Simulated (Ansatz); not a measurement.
The parent structure is GaSb in the zinc blende structure (space group F-43m, No. 216; a = 6.134 Å).

Perturbation: the cell is scaled by 0.9457 in all directions, atoms relaxed at fixed cell.

Calculations: r2SCAN/PAW in Ansatz (a program for electronic structure), scalar-relativistic without spin-orbit coupling, earlier PAW set.

Base, band edges from the VBM (valence, conduction): X -2.66, 1.14; W -3.21, 4.00; L -1.20, 0.68; Γ 0.00, 0.41; K -2.27, 1.66; U -2.27, 1.66 eV.

**Question.** Give the band edges at the high-symmetry points of the new zone, measured from its valence-band maximum.

**Answer.** 
| point | valence edge (eV) | conduction edge (eV) |
|---|---|---|
| Γ | 0.00 | 1.75 |
| X | -3.34 | 0.91 |
| U | -2.85 | 1.47 |
| K | -2.85 | 1.47 |
| L | -1.51 | 1.11 |
| W | -4.07 | 4.62 |

The gap is 0.83 eV, indirect, Γ → Γ–X (79 % along).

Spin-orbit coupling, missing from the scalar runs, can matter with Sb. The cells carry an imposed strain or load. No phonon test of stability was made.
